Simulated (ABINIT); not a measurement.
# Short convergence ladders for Mg (P-3m1, 2 atoms in the cell)

```
Mg
1.0
    1.60018    -2.77160     0.00000
    1.60018     2.77160     0.00000
    0.00000     0.00000     5.19437
Mg
2
Direct
  0.33333   0.66667   0.25963
  0.66667   0.33333   0.75000
```

Base method: LDA (PW92), PAW (JTH v2.0 LDA PAW) (plane waves; ABINIT).

Base settings: pseudos = [Mg.LDA_PW-JTH.xml]; ecut = 20 Ha; pawecutdg = 40 Ha; pawxcdev = 0; occopt = 3; tsmear = 0.1 eV; ngkpt = 6 6 3; nshiftk = 1; shiftk = 0 0 0; potentials = JTH v2.0 LDA PAW.

The count of work is k-points × plane waves × bands × iterations; it is no time. 

**The k-point mesh**

The second cell is the first with its lattice scaled by 0.98.

Only quantities that move along the ladder and can be compared are tabulated.

```tsv
ngkpt	free energy less the last step's (meV/atom)	energy of the compressed cell less the first (meV/atom)	pressure (GPa)	largest difference of a force vector from the last step's (eV/Å)	count of work / last
2 2 1	126.04	-7.23	-2.06	0.065	0.010
3 3 2	332.54	-3.35	-1.66	0.041	0.045
4 4 3	-56.13	-9.86	-2.40	0.011	0.11
6 6 3	41.14	-8.68	-2.24	0.004	0.25
6 6 4	27.78	-9.06	-2.30	0.021	0.43
9 9 5	0.00	-9.35	-2.32	0.000	1.0
```

Coarsest ngkpt that holds the forces within 0.01 eV/Å: not settled: the last two steps still differ by 0.021 eV/Å, over half the tolerance, so the ladder does not show it.

State of the energy of the compressed cell less the first at the end of the ladder: still drifting one way, by 0.67 meV/atom over the last two steps, so the last step is no safe reference.

Coarsest ngkpt that holds the free energy within 5 meV/atom: not settled: the last two steps still differ by 28 meV/atom, over half the tolerance, so the ladder does not show it.

**The k-point mesh at a smearing width of 0.02 eV**

In this ladder: tsmear = 0.02 eV.

Only quantities that move along the ladder and can be compared are tabulated.

| ngkpt | free energy less the last step's (meV/atom) | pressure (GPa) | largest difference of a force vector from the last step's (eV/Å) | count of work / last |
|---|---|---|---|---|
| 4 4 3 | -56.24 | -2.38 | 0.010 | 0.024 |
| 6 6 3 | 46.94 | -2.24 | 0.009 | 0.073 |
| 9 9 5 | 0.97 | -2.40 | 0.004 | 0.19 |
| 11 11 6 | -11.65 | -2.43 | 0.000 | 0.31 |
| 16 16 9 | 0.00 | -2.33 | 0.000 | 1.0 |

Coarsest ngkpt that holds the forces within 0.005 eV/Å of the last step, with all finer ones: 9 9 5, at 0.19 of the last step's count of work; the step before is off by 0.009 eV/Å.

Coarsest ngkpt that holds the pressure within 0.05 GPa: not settled: the last two steps still differ by 0.10 GPa, over half the tolerance, so the ladder does not show it.

Coarsest ngkpt that holds the free energy within 5 meV/atom: not settled: the last two steps still differ by 12 meV/atom, over half the tolerance, so the ladder does not show it.

**The k-point mesh at a smearing width of 0.3 eV**

In this ladder: tsmear = 0.3 eV.

Only quantities that move along the ladder and can be compared are tabulated.

| ngkpt | free energy less the last step's (meV/atom) | pressure (GPa) | largest difference of a force vector from the last step's (eV/Å) | count of work / last |
|---|---|---|---|---|
| 4 4 3 | -45.48 | -2.14 | 0.022 | 0.071 |
| 6 6 3 | 27.70 | -1.84 | 0.012 | 0.15 |
| 9 9 5 | 2.21 | -2.01 | 0.003 | 0.61 |
| 11 11 6 | 0.00 | -2.03 | 0.000 | 1.0 |

Coarsest ngkpt that holds the free energy within 5 meV/atom of the last step, with all finer ones: 9 9 5; the step before is off by 28 meV/atom.

Coarsest ngkpt that holds the pressure within 0.05 GPa of the last step, with all finer ones: 9 9 5; the step before is off by 0.19 GPa.

Coarsest ngkpt that holds the forces within 0.01 eV/Å of the last step, with all finer ones: 9 9 5; the step before is off by 0.012 eV/Å.

On the base run: the starting cell has typed, rounded lattice constants, without a prior relaxation at this level. Its lattice was rescaled by up to half a per cent. One atom was moved a little off its site on purpose. Without a gap this mesh is coarse (it stands for a supercell whose shortest vector is 16 Å).
